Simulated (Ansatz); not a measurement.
## LiScTl₂Cl₆ (space group Fm-3m, No. 225; a cell from a computed database, its experimental status unchecked)

```
CELL_PARAMETERS angstrom
      0.00000     4.94406     4.94406
      4.94406     0.00000     4.94406
      4.94406     4.94406     0.00000
ATOMIC_POSITIONS crystal
  Li 0.50000 0.50000 0.50000
  Sc 0.00000 0.00000 0.00000
  Tl 0.25000 0.25000 0.25000
  Tl 0.75000 0.75000 0.75000
  Cl 0.75173 0.24827 0.24827
  Cl 0.24827 0.75173 0.75173
  Cl 0.24827 0.75173 0.24827
  Cl 0.75173 0.24827 0.75173
  Cl 0.24827 0.24827 0.75173
  Cl 0.75173 0.75173 0.24827
```

Calculations: Kohn–Sham DFT with the PBEsol functional, run in Ansatz (an electronic-structure program) with PAW and 420 eV plane waves, spin-orbit coupling left out. Γ-centred 6×6×6 mesh, Fermi–Dirac width 0.05 eV.

```yaml
volume_per_atom: 24.17 Å³
density: 4.63 g/cm³
band_gap: 3.72 eV, indirect, X → L
electron_mass: 1.7 mₑ along k, 0.81 mₑ across
Lowest conduction-band minima above the VBM: L along ⟨111⟩ 3.72 eV; Γ 3.72 eV
total_energy: -3128.671 eV/atom (σ→0; compares only within this code and set-up)
```

Spin-orbit coupling, missing from the scalar runs, can matter with Tl. Masses are band curvatures over ±0.01 Å⁻¹ around the edge. Along k means along the line from Γ to the band edge. No phonon test of stability was made. All final runs are without spin polarisation.
